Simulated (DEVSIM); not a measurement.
Schottky contact on p-type GaAs

System: Schottky contact on p-type GaAs, at 300 K.

| layer (left to right) | material | thickness (μm) | Na (cm⁻³) | τn (s) | τp (s) |
|---|---|---|---|---|---|
| 1 | GaAs | 7.80 | 1.2e17 | 2.7e-9 | 2.7e-9 |

Left contact: Schottky, work function 4.954 eV, emission velocity 7.2e6 cm/s. Right contact: ohmic. Voltage is applied to the left contact. Recombination: SRH at mid-gap, radiative, Auger. Mobility is μmin + (μ − μmin)/(1 + (N/Nref)^α).

Constants are typed, rounded textbook-type inputs, not results; the design itself was drawn at random and stands for no fabricated device. Values at 300 K.

| parameter | GaAs |
|---|---|
| gap (eV) | 1.424 |
| affinity (eV) | 4.07 |
| permittivity | 12.9 |
| Nc (cm⁻³) | 4.7e17 |
| Nv (cm⁻³) | 9e18 |
| μn (cm²/Vs) | 8500 |
| μp (cm²/Vs) | 400 |
| μn,min | 500 |
| μp,min | 20 |
| Nref,n | 6e16 |
| Nref,p | 1.5e17 |
| αn | 0.39 |
| αp | 0.38 |
| B (cm³/s) | 2e-10 |
| Cn (cm⁶/s) | 1e-30 |
| Cp (cm⁶/s) | 1e-30 |

DEVSIM, 1D drift-diffusion, Boltzmann statistics, complete ionisation; no tunnelling, impact ionisation, image-force lowering or self-heating. Metal contacts follow the ideal Schottky-Mott rule: no Fermi-level pinning, no interface dipoles.

```
Property                                             Value
---------------------------------------------  -----------
Potential step across the device at zero bias      0.428 V
Largest field in the device at zero bias       120000 V/cm
Dark forward voltage at 1 A/cm²                    0.131 V
Dark forward voltage at 100 A/cm²                  0.274 V
```

Small-signal capacitance in reverse bias (quasi-static):

| V (V) | C (nF/cm²) |
|---|---|
| 0.1 | 148 |
| 0.25 | 130 |
| 0.5 | 110 |
| 0.75 | 97.6 |
| 1 | 88.5 |
| 1.5 | 76.0 |
| 2 | 67.6 |
| 2.5 | 61.5 |
| 3.25 | 54.8 |
| 4 | 49.9 |

Dark reverse current:

```json
[
 {"V (V)": "0.10", "J (A/cm²)": "0.0068"},
 {"V (V)": "0.25", "J (A/cm²)": "0.0072"},
 {"V (V)": "0.50", "J (A/cm²)": "0.0074"},
 {"V (V)": "0.75", "J (A/cm²)": "0.0075"},
 {"V (V)": "1.00", "J (A/cm²)": "0.0076"},
 {"V (V)": "1.50", "J (A/cm²)": "0.0078"},
 {"V (V)": "2.00", "J (A/cm²)": "0.0079"},
 {"V (V)": "2.50", "J (A/cm²)": "0.0080"},
 {"V (V)": "3.25", "J (A/cm²)": "0.0080"},
 {"V (V)": "4.00", "J (A/cm²)": "0.0081"}
]
```
